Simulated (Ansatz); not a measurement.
**How the enthalpy of formation of HfGe (model structure, from the CsCl type, Pm-3m, No. 221) moves with the method**

No measured value is used here.

| level (code) | value (eV/atom) |
|---|---|
| PBE (Ansatz) | [?] |
| PBEsol (Ansatz) | -0.337 |
| PBE-D3(BJ) (Ansatz) | -0.336 |
| r²SCAN (Ansatz) | -0.236 |
| HSE06 (Ansatz) | -0.216 |
| PBE0 (Ansatz) | [?] |

Task: Some entries are withheld; supply them.

Result: 
- PBE (Ansatz, a quantum-chemistry and plane-wave program), value (eV/atom): -0.258
- PBE0 (Ansatz), value (eV/atom): -0.176

Density-functional levels without +SOC have no spin–orbit coupling, which shifts binding energies of heavy elements. HSE06, PBE0: hybrids on metals are sensitive to the k mesh and can open a false gap. Values are at the level's own equilibrium cell; HSE06 at the r²SCAN cell; PBE0 at the r²SCAN cell. Ansatz's density-functional and Hartree–Fock values are scalar-relativistic unless marked +SOC, with PAW data made under PBE.

A model structure was made by putting elements into a prototype or built by hand; it is no filed structure, need not be a known phase, and can be a saddle point held by its symmetry.
